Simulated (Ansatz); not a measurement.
The starting structures come from a database of crystals and need not be the phases stable at ambient conditions.

The decay constant κ of evanescent states in the gap governs leakage through a thin film.

Consider the following.

```xyz
20
Lattice="6.8447 0.0000 0.0000 0.0000 7.8743 0.0000 2.8917 3.9371 4.1780" Properties=species:S:1:pos:R:3 pbc="T T T"
Li     5.1335     5.9441     0.0000
Li     1.7112     1.9302     0.0000
La     1.7112     6.3428     0.0000
La     5.1335     1.5315     0.0000
C      2.4209     8.3278     2.2423
C      7.3155     3.4836     1.9357
C      3.8931     4.3907     1.9357
C      5.8432     7.4207     2.2423
O      2.5774     9.2110     3.1508
O      7.1589     2.6005     1.0272
O      3.7366     5.2738     1.0272
O      5.9998     6.5376     3.1508
O      2.7840     8.5484     1.0101
O      6.9523     3.2630     3.1679
O      3.5300     4.6113     3.1679
O      6.2064     7.2002     1.0101
O      7.8725     4.6155     1.6922
O      1.8639     7.1959     2.4858
O      5.2862     8.5527     2.4858
O      4.4501     3.2588     1.6922
```

Space group of this cell: C2/c. The cell is taken as given; by r2SCAN its mean pressure is -0.5 GPa.

Transport runs along the normal of the first two printed cell vectors.

The gap is the functional's own, uncorrected, and κ follows it; spin-orbit coupling is left out. Mid-gap values are interpolated between the computed energies.

Task: Predict the band gap and the smallest decay constant κ at mid-gap from r2SCAN in Ansatz (a first-principles code).

Result: Gap 5.10 eV on a 6×8×8 mesh; κ = 0.524 1/Å, at the zone centre.
